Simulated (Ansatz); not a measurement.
## MgS: pressure series

The reference is MgS in the rock salt structure (space group Fm-3m, No. 225; a = 5.1821 Å).

Cell and atoms are relaxed at each pressure.

Method: Ansatz (a quantum-chemistry and plane-wave program) PBEsol, no spin-orbit coupling.

Two rows of this table had their results exchanged by mistake.

```csv
pressure,volume per atom (Å³),shortest distance (Å),band gap
pressure −2 GPa,17.87,2.614,2.67 eV
pressure −1 GPa,17.62,2.602,2.70 eV
pressure 0.3 GPa,17.33,2.588,2.73 eV
pressure 0.7 GPa,17.24,2.583,2.74 eV
pressure 1.5 GPa,17.07,2.575,2.76 eV
pressure 3 GPa,16.78,2.560,2.80 eV
pressure 5 GPa,15.68,2.503,2.92 eV
pressure 7.5 GPa,16.03,2.522,2.88 eV
pressure 10 GPa,16.43,2.542,2.84 eV
```

### Question
Which two?

### Answer
The rows for pressure 5 GPa and pressure 10 GPa: the volume has to fall steadily with pressure, so 16.43 Å³ belongs to pressure 5 GPa and 15.68 Å³ to pressure 10 GPa.

Load acts through the strain it causes; cell and atoms are relaxed under it. Whether these cells are dynamically stable was not tested. No other phases were tried under pressure. The base started in P3_121 and relaxed to Fm-3m at this level.
